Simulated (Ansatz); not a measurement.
The parent structure is Ca in the fcc (Cu type) structure (space group Fm-3m, No. 225; a = 5.456 Å; relaxed with 0.1 eV smearing). Axes: x, y, z lie along the cube axes.

Calculations: PBEsol (Ansatz, a quantum-chemistry and plane-wave program), no spin-orbit coupling.

Now apply this change: tensile biaxial strain of 0.50 % in the plane normal to [001], as in epitaxy on a mismatched substrate; the out-of-plane cell vector and the atoms relax.

Question: What does the calculation give for the in-plane stress and out-of-plane strain after the change?

Answer: The mean in-plane stress (compression positive) comes out as -0.1 GPa; the out-of-plane strain amounts to -0.66 %.

Stability against distortions was not tested.
